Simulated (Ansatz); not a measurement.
**InP (R3m): band-edge transport data**

Here is the system:

```
CELL_PARAMETERS angstrom
      0.04384     2.94244     2.94244
      2.94244     0.04384     2.94244
      2.94244     2.94244     0.04384
ATOMIC_POSITIONS crystal
  In 0.00131 0.00131 0.00131
  P  0.24869 0.24869 0.24869
```

Calculation: r2SCAN with spin-orbit coupling, rigid bands (plane waves, PAW; Ansatz, a quantum-chemistry and plane-wave program). Condition of this run: biaxial stress in (111) of 2 GPa (compression positive) (the target of the relaxation). How the cell was made: cell and atoms relaxed with PBEsol, then loaded as said.

```json
{
 "band_gap": "1.13 eV",
 "electron conductivity mass (300 K, dilute)": "0.096 mₑ",
 "hole conductivity mass (300 K, dilute)": "0.47 mₑ",
 "effective density of states N_c (300 K)": "7.2e17 cm⁻³",
 "effective density of states N_v (300 K)": "1.2e19 cm⁻³",
 "density_of_states_mass_electrons": "0.093 mₑ",
 "density_of_states_mass_holes": "0.62 mₑ",
 "Seebeck coefficient, n-type 1e19 cm⁻³, 300 K": "-62 μV/K",
 "Seebeck coefficient, p-type 1e19 cm⁻³, 300 K": "287 μV/K"
}
```

Rigid bands; masses and Seebeck coefficients take one relaxation time τ for all states and one kind of carrier; polarons and phonon drag are left out. Geometry: cell and atoms relaxed with PBEsol.
